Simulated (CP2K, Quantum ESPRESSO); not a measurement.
A CP2K input for a self-consistent single point of TiZn (Pm-3m, 2 atoms in the cell) (DFT LDA (Pade form), GPW, TZVP-MOLOPT-SR-GTH basis, GTH-PADE potentials (GTH_POTENTIALS)):

```
&GLOBAL
  PROJECT scf
  RUN_TYPE ENERGY_FORCE
  PRINT_LEVEL MEDIUM
&END GLOBAL
&FORCE_EVAL
  METHOD Quickstep
  STRESS_TENSOR ANALYTICAL
  &DFT
    BASIS_SET_FILE_NAME BASIS_MOLOPT_UCL
    POTENTIAL_FILE_NAME GTH_POTENTIALS
    &QS
      METHOD GPW
      EPS_DEFAULT 1E-10
    &END QS
    &MGRID
      CUTOFF 600
      REL_CUTOFF 60
      NGRIDS 5
    &END MGRID
    &SCF
      SCF_GUESS ATOMIC
      EPS_SCF 1E-6
      MAX_SCF 100
      ADDED_MOS 5
      &DIAGONALIZATION
        ALGORITHM STANDARD
      &END DIAGONALIZATION
      &MIXING
        METHOD BROYDEN_MIXING
        ALPHA 0.3
        NBUFFER 12
      &END MIXING
      &SMEAR ON
        METHOD FERMI_DIRAC
        ELECTRONIC_TEMPERATURE [K] 1160.45
      &END SMEAR
    &END SCF
    &KPOINTS
      SCHEME MONKHORST-PACK 7 7 7
    &END KPOINTS
    &XC
      &XC_FUNCTIONAL PADE
      &END XC_FUNCTIONAL
    &END XC
    &PRINT
      &MO
        EIGENVALUES T
        OCCUPATION_NUMBERS T
        NDIGITS 8
        FILENAME mo
        &EACH
          QS_SCF 0
        &END EACH
        ADD_LAST NUMERIC
      &END MO
      &MULLIKEN ON
      &END MULLIKEN
    &END PRINT
  &END DFT
  &SUBSYS
    &CELL
      A 3.12375000 0.00000000 0.00000000
      B 0.00000000 3.12375000 0.00000000
      C 0.00000000 0.00000000 3.12375000
      PERIODIC XYZ
    &END CELL
    &COORD
      SCALED
      Ti       0.50000000     0.50000000     0.50000000
      Zn       0.00000000     0.00000000     0.00000000
    &END COORD
    &KIND Ti
      BASIS_SET TZVP-MOLOPT-SR-GTH-q12
      POTENTIAL GTH-PADE-q12
    &END KIND
    &KIND Zn
      BASIS_SET TZVP-MOLOPT-SR-GTH-q12
      POTENTIAL GTH-PADE-q12
    &END KIND
  &END SUBSYS
  &PRINT
    &FORCES ON
    &END FORCES
    &STRESS_TENSOR ON
    &END STRESS_TENSOR
  &END PRINT
&END FORCE_EVAL
```

**Question.** Give the Quantum ESPRESSO input for the same structure, mesh, smearing and functional.

**Answer.** This is the input that was run; spellings and numerical settings could be chosen otherwise.

```fortran
&CONTROL
  calculation = 'scf',
  prefix = 'run',
  outdir = './tmp',
  pseudo_dir = './',
  tprnfor = .true.,
  tstress = .true.,
/
&SYSTEM
  ibrav = 1,
  A = 3.1237500000,
  nat = 2,
  ntyp = 2,
  ecutwfc = 50,
  ecutrho = 400,
  occupations = 'smearing',
  smearing = 'fd',
  degauss = 0.0073499,
/
&ELECTRONS
  conv_thr = 1.0d-10,
  mixing_beta = 0.3,
/
ATOMIC_SPECIES
Ti    47.8670  ti_lda_v1.4.uspp.F.UPF
Zn    65.3800  zn_lda_v1.uspp.F.UPF
ATOMIC_POSITIONS {crystal}
Ti    0.5000000000    0.5000000000    0.5000000000
Zn    0.0000000000    0.0000000000    0.0000000000
K_POINTS {automatic}
7 7 7  0 0 0
```

Basis settings and potentials, where a program has them, do not carry over. This input uses DFT, LDA (PZ), plane waves, GBRV 1.5 ultrasoft (LDA) pseudopotentials. LDA parametrisations can differ slightly between programs. Both were run: pressure -6.22 GPa in CP2K and -7.39 in Quantum ESPRESSO.

On Quantum ESPRESSO: the starting cell comes from a database of computed structures (which also holds hypothetical and non-ambient phases and stackings), without a prior relaxation at this level. Spin polarisation is off. With a pressure of about -7 GPa the cell is away from its equilibrium volume at this level.

On CP2K: the starting cell comes from a database of computed structures (which also holds hypothetical and non-ambient phases and stackings), without a prior relaxation at this level. Spin polarisation is off. Values carry the incompleteness of an atom-centred basis. With a pressure of about -6 GPa the cell is away from its equilibrium volume at this level.
